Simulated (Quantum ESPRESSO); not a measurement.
Worked example: self-consistent single point of Sc2Ge2O7 (Fd-3m, 22 atoms in the cell) in Quantum ESPRESSO.

Method: PBEsol, PSlibrary PAW (PBE) pseudopotentials (plane waves; Quantum ESPRESSO 7.5).

```
CELL_PARAMETERS angstrom
      0.00000     4.88167     4.88167
      4.88167     0.00000     4.88167
      4.88167     4.88167     0.00000
ATOMIC_POSITIONS crystal
  Sc 0.12500 0.12500 0.12500
  Sc 0.62500 0.12500 0.12500
  Sc 0.12500 0.12500 0.62500
  Sc 0.12500 0.62500 0.12500
  Ge 0.62500 0.12500 0.62500
  Ge 0.62500 0.62500 0.62500
  Ge 0.12500 0.62500 0.62500
  Ge 0.62500 0.62500 0.12500
  O  0.25000 0.25000 0.25000
  O  0.00000 0.00000 0.00000
  O  0.70692 0.29308 0.29308
  O  0.54308 0.95692 0.54308
  O  0.29308 0.70692 0.70692
  O  0.95692 0.54308 0.95692
  O  0.29308 0.70692 0.29308
  O  0.54308 0.54308 0.95692
  O  0.70692 0.29308 0.70692
  O  0.95692 0.95692 0.54308
  O  0.29308 0.29308 0.70692
  O  0.95692 0.54308 0.54308
  O  0.70692 0.70692 0.29308
  O  0.54308 0.95692 0.95692
```

Reference input (self-consistent single point, DFT, PBEsol, plane waves, GBRV 1.5 ultrasoft (PBESOL) pseudopotentials): ecutwfc = 50 Ry; ecutrho = 400 Ry; occupations = smearing; smearing = fermi-dirac; degauss = 0.00147 Ry; potentials = {Sc: sc_pbesol_v1.uspp.F.UPF, Ge: ge_pbesol_v1.4.uspp.F.UPF, O: o_pbesol_v1.2.uspp.F.UPF}; K_POINTS = automatic 5 5 5 0 0 0; conv_thr = 1e-09 Ry. This run's input differs from it in these lines:

```diff
@@ -12,4 +12,4 @@
     ntyp = 3,
-    ecutwfc = 50,
-    ecutrho = 400,
+    ecutwfc = 55,
+    ecutrho = 440,
     occupations = 'smearing',
@@ -17,2 +17,3 @@
     degauss = 0.00147,
+    input_dft = 'pbesol',
 /
@@ -22,5 +23,5 @@
 ATOMIC_SPECIES
-Sc    44.9559  sc_pbesol_v1.uspp.F.UPF
-Ge    72.6300  ge_pbesol_v1.4.uspp.F.UPF
-O     15.9990  o_pbesol_v1.2.uspp.F.UPF
+Sc    44.9559  Sc.pbe-spn-kjpaw_psl.1.0.0.UPF
+Ge    72.6300  Ge.pbe-n-kjpaw_psl.1.0.0.UPF
+O     15.9990  O.pbe-n-kjpaw_psl.0.1.UPF
 ATOMIC_POSITIONS {angstrom}
```

Output, abridged:

```
     Self-consistent Calculation

     iteration #  1     ecut=    55.00 Ry     beta= 0.70

     total energy              =   -1840.52374026 Ry
     estimated scf accuracy    <       5.55975866 Ry

     iteration #  2     ecut=    55.00 Ry     beta= 0.70

     total energy              =   -1839.88396753 Ry
     estimated scf accuracy    <      14.59962731 Ry

     iteration #  3     ecut=    55.00 Ry     beta= 0.70

     total energy              =   -1843.28862650 Ry
     estimated scf accuracy    <       0.65389815 Ry

   [... 12 blocks of this kind left out ...]

     iteration # 16     ecut=    55.00 Ry     beta= 0.70

     total energy              =   -1843.47690445 Ry
     estimated scf accuracy    <          5.2E-09 Ry

     iteration # 17     ecut=    55.00 Ry     beta= 0.70
     End of self-consistent calculation

     the Fermi energy is    10.3712 ev

!    total energy              =   -1843.47690445 Ry
     estimated scf accuracy    <          1.9E-10 Ry
     smearing contrib. (-TS)   =       0.00000000 Ry
     internal energy E=F+TS    =   -1843.47690445 Ry

     convergence has been achieved in  17 iterations

     Forces acting on atoms (cartesian axes, Ry/au):

     atom    1 type  1   force =     0.00000000    0.00000000   -0.00000000
     atom    2 type  1   force =     0.00000000   -0.00000000   -0.00000000
     atom    3 type  1   force =     0.00000000    0.00000000   -0.00000000
     atom    4 type  1   force =    -0.00000000    0.00000000   -0.00000000
     atom    5 type  2   force =     0.00000000    0.00000000    0.00000000
   [... lines left out ...]

     Total force =     0.075647     Total SCF correction =     0.000008

          total   stress  (Ry/bohr**3)                   (kbar)     P=      -46.81
  -0.00031822   0.00000000   0.00000000          -46.81        0.00        0.00
   0.00000000  -0.00031822   0.00000000            0.00      -46.81        0.00
   0.00000000   0.00000000  -0.00031822            0.00        0.00      -46.81

   JOB DONE.
```

The run converged in 17 iterations. Against the reference run the pressure goes from -9.59 to -4.68 GPa, the largest force goes from 0.141 to 0.561 eV/Å and the gap on the mesh goes from 3.594 to 3.473 eV. The full log also holds: “c_bands:  2 eigenvalues not converged”. The full log also holds: “c_bands:  3 eigenvalues not converged”.

The starting cell comes from a database of computed structures (which also holds hypothetical and non-ambient phases and stackings), without a prior relaxation at this level. Its lattice was rescaled by a random factor within 2.5 % of one. With a pressure of about -5 GPa the cell is away from its equilibrium volume at this level.

Cost on one core of a shared machine: roughly 10 min.
